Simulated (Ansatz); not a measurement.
For GePt (model structure, started from the NbAs type, I4₁md, No. 109, 4 atoms in the cell), PBEsol (Ansatz, an electronic-structure program, plane waves, PAW) gives:

```
Quantity                                 Value
------------------------------  --------------
equilibrium lattice constant a         3.174 Å
lattice parameter c                   13.223 Å
enthalpy of formation           -0.238 eV/atom
```

Problem. What does PBE-D3(BJ) in Ansatz (PAW) give for the same quantities?

Solution. 
- lattice constant a: 3.184 Å (rises by 0.3 %)
- lattice parameter c: 13.246 Å (grows by 0.2 %)
- formation enthalpy: -0.224 eV/atom (moves by +0.014 eV/atom)

Changes are worked out from the printed values.

Unless a cell is named, each level is at its own relaxed cell (PBEsol 16.65, PBE-D3(BJ) 16.78 Å³/atom).

Levels without +SOC leave out spin–orbit coupling, which shifts energies and cells of such heavy elements.

Ansatz's density-functional and Hartree–Fock values are scalar-relativistic unless marked +SOC, with PAW data made under PBE.

A model structure was made by putting elements into a prototype or built by hand; it is no filed structure, need not be a known phase, and can be a saddle point held by its symmetry.
